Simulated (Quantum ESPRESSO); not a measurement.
Several settings converged on AlGaN2 (P3m1, 4 atoms in the cell)

```
AlGaN2
1.0
    3.12955     0.00000     0.00000
   -1.56478     2.71027     0.00000
    0.00000     0.00000     5.07141
Al Ga N
1 1 2
Cartesian
  0.00000   0.00000   5.11765
  1.56478   0.90342   2.52135
  1.56478   0.90342   0.56698
  0.00000   0.00000   3.18565
```

Base method: LDA (PZ), GBRV 1.5 ultrasoft (LDA) pseudopotentials (plane waves; Quantum ESPRESSO 7.5).

Base settings: ecutwfc = 50 Ry; ecutrho = 250 Ry; occupations = fixed; potentials = {Al: al_lda_v1.uspp.F.UPF, Ga: ga_lda_v1.4.uspp.F.UPF, N: n_lda_v1.2.uspp.F.UPF}; K_POINTS = automatic 7 7 3 0 0 0; nbnd = 24; conv_thr = 1e-10 Ry.

The count of work is k-points × plane waves × bands × iterations; it is no time. Core times come from one kind of shared machine, to one figure; runs under 30 s give none.

**Shifted k-point meshes**

Shifted meshes do not hold Γ, so a gap read on them misses any band edge there.

Only quantities that move along the ladder and can be compared are tabulated.

```tsv
K_POINTS	free energy less the last step's (meV/atom)	pressure (GPa)	largest difference of a force vector from the last step's (eV/Å)	gap on the mesh (eV)	count of work / last	core time / last (rough)
automatic 2 2 1 1 1 1	-18.47	-1.55	0.494	6.576	0.0014	–
automatic 4 4 2 1 1 1	-4.52	-1.44	0.015	4.781	0.0071	–
automatic 5 5 3 1 1 1	-1.43	-1.41	0.003	4.110	0.017	–
automatic 6 6 4 1 1 1	-0.23	-1.41	0.000	3.756	0.030	0.03
automatic 8 8 4 1 1 1	-0.03	-1.42	0.000	3.567	0.052	0.04
automatic 10 10 6 1 1 1	0.00	-1.42	0.000	3.300	0.12	0.1
automatic 13 13 7 1 1 1	0.00	-1.42	0.000	3.181	0.23	0.2
automatic 16 16 9 1 1 1	0.00	-1.42	0.000	3.094	0.44	0.4
automatic 21 21 12 1 1 1	0.00	-1.42	0.000	3.027	1.0	1
```

Coarsest K_POINTS that holds the pressure within 0.05 GPa of the last step, with all finer ones: automatic 4 4 2 1 1 1, at 0.0071 of the last step's count of work; the step before is off by 0.13 GPa.

Coarsest K_POINTS that holds the forces within 0.01 eV/Å of the last step, with all finer ones: automatic 5 5 3 1 1 1, at 0.017 of the last step's count of work; the step before is off by 0.015 eV/Å.

**The width of Fermi-Dirac smearing**

In this ladder: occupations = smearing; nbnd = default; smearing = fd.

The mesh stays at the base's, so the ladder's end is converged at best in this setting alone.

Only quantities that move along the ladder and can be compared are tabulated.

```tsv
degauss	free energy less the last step's (meV/atom)	pressure (GPa)	largest difference of a force vector from the last step's (eV/Å)
0.073499 Ry	-84.16	2.03	0.185
0.036749 Ry	-2.38	-1.22	0.013
0.0147 Ry	0.00	-1.42	0.000
0.0073499 Ry	0.00	-1.42	0.000
0.00147 Ry	0.00	-1.42	0.000
```

Widest degauss that holds the forces within 0.005 eV/Å of the last step, with all finer ones: 0.0147 Ry; the step before is off by 0.013 eV/Å.

Widest degauss that holds the pressure within 0.1 GPa of the last step, with all finer ones: 0.0147 Ry; the step before is off by 0.21 GPa.

Widest degauss that holds the free energy within 1 meV/atom of the last step, with all finer ones: 0.0147 Ry; the step before is off by 2.4 meV/atom.

On the base run: the starting cell comes from a database of computed structures (which also holds hypothetical and non-ambient phases and stackings), without a prior relaxation at this level. Its lattice was rescaled by up to half a per cent. One atom was moved a little off its site on purpose.
